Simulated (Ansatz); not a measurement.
InP, response to strain

Start from InP in the zinc blende structure (space group F-43m, No. 216; a = 5.878 Å). Axes: x, y, z lie along the cube axes.

Strains are applied to the cell and any free atomic positions relax; under biaxial strain the out-of-plane vector relaxes too.

Calculations: plane-wave PAW DFT at the PBEsol level (Ansatz, a first-principles code, 420 eV), no spin-orbit coupling.

```tsv
biaxial strain, plane normal [111], relaxed out of plane (%)	out-of-plane strain (%)
-2.5	1.59
-2.08	?
-1.67	1.04
-1.25	0.77
-0.83	0.51
-0.42	0.26
0	0.00
```

Task: Fit ε⊥ = −νε + γε² (strains in %) to the rows shown and predict the withheld row.

Result: Least squares on the printed values gives ν = 0.60 (the biaxial Poisson response) and γ = 0.014 (largest residual 0.01 %); this predicts 1.31 %, and the run gives 1.32 %, in agreement.

Whether these cells are dynamically stable was not tested.
